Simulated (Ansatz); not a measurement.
Input:

```xyz
6
Lattice="4.3976 0.0000 0.0000 0.0000 5.3699 0.0000 0.0000 0.0000 3.3675" Properties=species:S:1:pos:R:3 pbc="T T T"
Fe     2.1988     2.6850     1.6837
Fe     0.0000     0.0000     0.0000
S      3.1126     4.6950     1.6837
S      0.9138     3.3599     0.0000
S      3.4838     2.0100     0.0000
S      1.2850     0.6750     1.6837
```

No spin polarisation.

Calculations: Ansatz (a first-principles code), PBEsol, PAW, cutoff 420 eV, no SOC. Γ-centred 8×6×10 mesh, Fermi–Dirac width 0.05 eV.

### Question
Predict the gap character.

### Answer
Indirect, k = (3/8, 0, 0) in the run's primitive reciprocal basis → T.

### Question
Predict the pressure (mean of the normal stresses, compression positive).

### Answer
-3.42 GPa.

### Question
Estimate the band gap.

### Answer
0.87 eV.

### Question
Predict the width of the top valence band.

### Answer
1.00 eV.

The cells carry an imposed strain or load. No phonon test of stability was made. All final runs are without spin polarisation. The cell was made from FeS$_{2}$ (space group Pnnm, No. 58; non-magnetic) by this change: isotropic strain +0.69 %.
